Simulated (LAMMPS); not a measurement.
MD of CdS (wurtzite) at zero pressure, 3696 atoms, as a crystal; each row is its own run.

Model: classical MD, pair style sw, file CdTeZnSeHgS0.sw; code LAMMPS.

```csv
T (K),volume (Å³/atom)
200,24.937
300,24.988
790,25.234
1050,25.372
1310,25.519
1840,25.852
2100,26.036
```

Task: Fit a straight line, y = a + b x, to these rows (x is the first column, y the second) and predict the run at x = 1580.

Result: Least squares gives a = 24.799 and b = 0.0005725. At x = 1580 the fit predicts 25.704 Å³/atom. The run itself gave 25.6829 ± 0.0005 Å³/atom, so the fit is 0.082 % high.

Caution (rows 790; 1050; 1310; 1580; 1840; 2100): a run this short can hold a crystal over, or a liquid under, the potential's own melting point, which these runs don't give.
